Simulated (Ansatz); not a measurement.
The parent structure is Rh$_{2}$Ge (space group Pnma, No. 62).

```
CELL_PARAMETERS angstrom
      5.49141     0.00000     0.00000
      0.00000     4.01063     0.00000
      0.00000     0.00000     7.57793
ATOMIC_POSITIONS crystal
  Ge 0.78540 0.75000 0.10461
  Ge 0.21460 0.25000 0.89539
  Ge 0.71460 0.25000 0.60461
  Ge 0.28540 0.75000 0.39539
  Rh 0.47014 0.75000 0.70360
  Rh 0.52986 0.25000 0.29640
  Rh 0.02986 0.25000 0.20360
  Rh 0.97014 0.75000 0.79640
  Rh 0.33840 0.75000 0.06968
  Rh 0.66160 0.25000 0.93032
  Rh 0.16160 0.25000 0.56968
  Rh 0.83840 0.75000 0.43032
```

Cartesian axes are those of the cell as printed.

All numbers come from r2SCAN (Ansatz, a quantum-chemistry and plane-wave program, PAW, scalar-relativistic without spin-orbit coupling), earlier PAW set.

For the base:

* **Pressure**: 0.0 GPa
* **Shortest interatomic distance**: 2.469 Å

Perturbation: uniaxial strain ε_yy = −3.11 %, all other strain components held at zero, atoms relaxed at fixed cell.

What happens to the pressure, energy relative to the base, largest internal atomic displacement and shortest interatomic distance?

The pressure (mean of the normal stresses, compression positive) goes from zero to 8.2 GPa; the energy increases by 15 meV/atom; the largest internal atomic displacement amounts to 0.020 Å; the shortest interatomic distance falls by 0.018 Å to 2.451 Å.

Without a gap, meshes like the base's 7×9×5 leave anisotropic stresses uncertain by several tenths of a GPa, and small strain energies with them. No phonon test of stability was made. All final runs are without spin polarisation.
